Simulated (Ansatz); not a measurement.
## SiO₂ (P4₁2₁2, No. 92): smallest direct gap on the k points sampled by level of theory

No measured value is used here.

```
level (code)        value (eV)  cell (Å³/atom)
------------------  ----------  --------------
LDA (Ansatz)              5.52           14.11
PBE (Ansatz)              5.77           14.11
rVV10 (Ansatz)            5.27           13.90
r²SCAN-D4 (Ansatz)        6.43           13.70
HSE06 (Ansatz)            7.56           14.11
```

Computed values are for a static lattice.  Values are at the measured cell; rVV10 at the level's own relaxed cell; r²SCAN-D4 at the level's own relaxed cell. Cutoffs and k meshes differ between the levels. Ansatz's density-functional and Hartree–Fock values are scalar-relativistic unless marked +SOC, with PAW data made under PBE.

Ansatz is a program for electronic structure.
